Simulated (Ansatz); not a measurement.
Input and output of a self-consistent single point for Cl (Cm, 4 atoms in the cell) (Ansatz, a program for electronic structure).

Method of the run: PBEsol, default PAW files made with PBE (plane waves; Ansatz).

The change in words: lattice scaled by 0.98; basis.ecutwfc: 420 eV → 230 eV. Reference geometry:
```
CELL_PARAMETERS angstrom
      2.24672    -3.12936     0.00000
      2.24672     3.12936     0.00000
      0.00000     0.00000     8.28478
ATOMIC_POSITIONS crystal
  Cl 0.87700 0.87700 0.90304
  Cl 0.62300 0.62300 0.39700
  Cl 0.37700 0.37700 0.60300
  Cl 0.12300 0.12300 0.10300
```

Reference input (self-consistent single point, DFT, PBEsol, plane waves, default PAW files made with PBE): basis.ecutwfc = 420 eV; kpoints.mp_grid.grid = 7 7 3; hamiltonian.xc = pbesol; hamiltonian.pseudopotentials = {kind: paw} (the program's default PAW files); scf.occupations.method = fermi_dirac; scf.occupations.width = 0.01 eV. This run's input differs from it in these lines:

Ansatz 0.2 input:
```diff
@@ -2,5 +2,5 @@
   lattice:
-    - [2.24672000, -3.12936000, 0.00000000]
-    - [2.24672000, 3.12936000, 0.00000000]
-    - [0.00000000, 0.00000000, 8.28478000]
+    - [2.20178600, -3.06677300, 0.00000000]
+    - [2.20178600, 3.06677300, 0.00000000]
+    - [0.00000000, 0.00000000, 8.11908400]
   atoms:
@@ -11,3 +11,3 @@
 basis:
-  ecutwfc: 420.0
+  ecutwfc: 230.0
 kpoints:
```

Output, abridged:

```
SCF iter   1: F=—  HF=-4242.561670 eV  |F-HF|=—  |Δ(HF+E_count)|=         —  Δρ=6.95e-3  dr2=3.10e-2  ethr=1.77e-3  ⟨swp⟩=6.4  Hψ=4270  notcnv=0
all-band conjugate gradients solve this SCF's bands
preconditioner: auto → Resta (q_TF=auto, 2.173 Å⁻¹)
SCF iter   2: F=—  HF=-4242.561169 eV  |F-HF|=—  |Δ(HF+E_count)|=   5.01e-4  Δρ=3.38e-3  dr2=5.94e-3  ethr=1.11e-4  ⟨swp⟩=3.0  Hψ=1932  notcnv=0
SCF iter   3: F=—  HF=-4242.562522 eV  |F-HF|=—  |Δ(HF+E_count)|=   1.35e-3  Δρ=5.24e-4  dr2=1.42e-4  ethr=2.12e-5  ⟨swp⟩=2.0  Hψ=1414  notcnv=0
SCF iter   4: F=—  HF=-4242.562661 eV  |F-HF|=—  |Δ(HF+E_count)|=   1.39e-4  Δρ=1.37e-4  dr2=1.44e-5  ethr=5.06e-7  ⟨swp⟩=3.0  Hψ=1542  notcnv=0
SCF iter   5: F=—  HF=-4242.562680 eV  |F-HF|=—  |Δ(HF+E_count)|=   1.89e-5  Δρ=2.70e-5  dr2=8.10e-7  ethr=5.14e-8  ⟨swp⟩=2.1  Hψ=1203  notcnv=0
SCF iter   6: F=-4242.562681 eV  HF=-4242.562681 eV  |F-HF|=5.60e-8  |Δ(HF+E_count)|=   1.51e-6  Δρ=4.48e-6  dr2=2.35e-8  ethr=3.57e-10  ⟨swp⟩=5.6  Hψ=3700  notcnv=0
SCF 1 converged in 6 iterations: F = -4242.562681 eV  dr2 = 2.35e-8
Free energy (F): -4242.562681 eV
Internal energy: -4242.562681 eV  (E = F + TS)
E sigma→0 (E₀):  -4242.562681 eV
Fermi energy:    2.275963 eV
--- Forces (eV/Å), atoms counted from 1 ---
  atom   1  Cl    -0.57161033     0.00000000    -0.99978355
  atom   2  Cl     0.13683996    -0.00000000    -0.26610460
  atom   3  Cl    -0.13580628     0.00000000     0.27735508
  atom   4  Cl     0.57061680    -0.00000000     0.98853204
--- Stress (GPa, compression-positive) ---
        0.704873       0.000000       1.145868
        0.000000       0.409175      -0.000000
        1.145868      -0.000000       2.126591
  P = ⅓ Tr σ = 1.0802 GPa (10.802 kbar)
  The stress holds the Pulay correction. Without it, at fixed plane waves, as pw.x and ABINIT print it: P = -3.0572 GPa
```

The run converged in 6 iterations. Against the reference run the free energy rises by 144 meV/atom, the pressure goes from -0.71 to 1.08 GPa, the largest force goes from 0.415 to 1.152 eV/Å and the gap on the mesh goes from 2.395 to 2.613 eV.

The starting cell has typed, rounded lattice constants, without a prior relaxation at this level. Its lattice was rescaled by up to half a per cent. One atom was moved a little off its site on purpose. For this run, on top of that: lattice scaled by 0.98. Forces in this geometry exceed 1 eV/Å. Ansatz's pressure includes its estimate of the finite-basis (Pulay) stress. Without the estimate this run gives -3.06 GPa. The cutoff lies below the one recommended for these files.
